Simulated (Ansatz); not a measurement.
## InSb: x(As) = 0.75, 8 atoms, Cm

Take InSb in the zinc blende structure (space group F-43m, No. 216; a = 6.6346 Å) as the base.

The other end (x = 1) is InAs in the zinc blende structure (space group F-43m, No. 216): 29.60 Å³/atom, gap zero.

One thing is altered: a fraction x = 0.75 of the Sb sites is given to As, ordered in a cell of 8 atoms (starting symmetry Cm) and fully relaxed.

The values are results of PBE/PAW in Ansatz (a first-principles code), no spin-orbit coupling, not measurements. Γ-centred 8×8×5 mesh, Fermi–Dirac width 0.05 eV, for the changed cell.

- Volume per atom = 31.25 Å³ (base 36.51 Å³)
- Density = 5.35 g/cm³ (base 5.38 g/cm³)
- Shortest interatomic distance = 2.660 Å (base 2.873 Å)
- Band gap = zero (base zero)
- Mixing energy = +0.01 eV/atom (to 0.01 eV only: unlike meshes or grids)
- Deviation of the volume from the linear (Vegard-type) interpolation = -0.2 %
- Mean first-shell distances = Sb–In 2.827 Å (end compound 2.873 Å), As–In 2.697 Å (end compound 2.679 Å)

Each cell is one ordered arrangement of few atoms, which overstates ordering effects compared with a random alloy. Spin-orbit coupling, missing from the scalar runs, can matter with Sb. Whether these cells are dynamically stable was not tested. All final runs are without spin polarisation. Gaps under 0.05 eV, about the width of the smearing, are given as zero. The zero or small gap of In4SbAs3, InSb and InAs can change with the level of theory.
